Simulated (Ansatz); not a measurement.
Cost and result by functional for the surface energy of the (100) surface of rock-salt PbTe in its 1x1 cell (cut with top plane Pb + Te, bottom plane Pb + Te), outermost plane spacing 3.29 Å in the ideal cut, in Ansatz (plane waves, PAW). Single points on the PBE structure, on one kind of machine; costs are rough ratios of the slab run's core time (references not counted) to the cheapest single point. r2SCAN's cost holds its higher cutoff (500 against 420 eV). Differences are taken against HSE06 for comparison alone: no measured value is at hand, so the table doesn't rank accuracy. HSE06 ran on a coarser k-mesh, which lowers its cost and carries part of its shift.

Slab: 10 atoms, Pb5Te5, 13.1 Å thick at the start; k 6x6x1, smearing 0.025 eV, dipole-corrected; all atoms relaxed; symmetry of the start imposed; no spin, no spin-orbit, no U. These notes are the PBE run's.

| functional | relative cost | surface energy (J/m²) | less HSE06 (J/m²) |
|---|---|---|---|
| RPBE | 1 | 0.09 | -0.09 |
| LDA | 1 | 0.29 | 0.11 |
| PBEsol | 1 | 0.24 | 0.05 |
| r2SCAN | 2 | 0.22 | 0.03 |
| HSE06 | 10 | 0.19 | 0.00 |
| PBE (the relaxed run's value) | – | 0.17 | -0.02 |

The values span 0.20 J/m², while the single points' costs differ by a factor of roughly 10. Differences are of unrounded values.

Ansatz is a quantum-chemistry and plane-wave program.
